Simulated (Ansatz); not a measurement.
Band edges of rocksalt MgS (Fm-3m) under uniaxial stress along [111]

Cell and atoms are relaxed with PBEsol to each stress (compression positive); bands and masses by PBEsol with spin-orbit coupling, rigid bands (plane waves, PAW; Ansatz, an electronic-structure program). Strains are changes of length against the unloaded cell.

```
CELL_PARAMETERS angstrom
      0.00000     2.59094     2.59094
      2.59094     0.00000     2.59094
      2.59094     2.59094     0.00000
ATOMIC_POSITIONS crystal
  Mg 0.00000 0.00000 0.00000
  S  0.50000 0.50000 0.50000
```

```csv
stress (GPa),strain [111] (%),strain [1−10] (%),gap (eV),mean mₑ*
-2.00,1.52,-0.32,2.616,0.35
-1.00,0.76,-0.16,2.656,0.35
0,0,0,2.697,0.35
1.00,-0.76,0.17,2.664,0.35
2.00,-1.52,0.35,2.614,0.35
```

[111] is the direction of the load; [11−2] strains as [1−10]. Masses are conductivity masses at 300 K in electron masses, harmonic means over x, y and z.

From the two loads next to zero, find the Young modulus and the ratio of transverse to axial strain.

Between -1.00 and 1.00 GPa the strain along [111] changes by -1.52 % and that along [1−10] by 0.33 %. The modulus is 2.00/0.0152 = 132 GPa and the ratio of the strains 0.22 (PBEsol, atoms relaxed).

How fast does the gap move on either side of zero load?

Under tension, (2.656 − 2.697) eV over -1.00 GPa = 41 meV/GPa, or about -5.4 eV per unit strain; under compression, (2.614 − 2.697) eV over 2.00 GPa = -42 meV/GPa, or about 5.5 eV per unit strain. The two slopes part by 83 meV/GPa; gaps are resolved to about 0.01 eV, which allows 15 meV/GPa, so they differ, even in sign: the gap has a turning point near zero load.

Masses are those of dilute carriers in rigid bands with one relaxation time, without polarons. Third decimals of gaps are kept for the arithmetic. Every relaxation keeps the rocksalt phase (space group R-3m under this load), so a transition, a distortion that breaks the symmetry or fracture can't show.
